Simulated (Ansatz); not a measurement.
Ba2YHO3 (model structure, Immm, No. 71, 7 atoms in the cell), treated with PBE+SOC (PAW; Ansatz, a program for electronic structure).

Run with plane-wave cutoff 520 eV, 12×12×12 k mesh, Fermi–Dirac smearing 0.01 eV, PAW data made under PBE.

Cell (relaxed with PBEsol):

```xyz
7
Lattice="-2.1736 2.0668 6.8027 2.1736 -2.0668 6.8027 2.1736 2.0668 -6.8027" Properties=species:S:1:pos:R:3 pbc="T T T"
Y      0.0000     0.0000     0.0000
O      2.1736     0.0000     0.0000
H      0.0000     2.0668     0.0000
O      0.0000     0.0000     2.2364
O      0.0000     0.0000    11.3689
Ba     0.0000     0.0000     4.7396
Ba     0.0000     0.0000     8.8657
```

Task: What does this level give for the band gap and Γ–Γ gap?

Result: 
band gap: 3.08 eV (direct)
Γ–Γ gap: 3.36 eV

Note: the relaxation could raise the start's symmetry but not lower it, so the cell can be a saddle point; cell and atoms aren't relaxed at this level (largest force component 0.08 eV/Å, pressure 3.6 GPa).

Computed values are for the static lattice.

A model structure was made by putting elements into a prototype or built by hand; it is no filed structure, need not be a known phase, and can be a saddle point held by its symmetry.
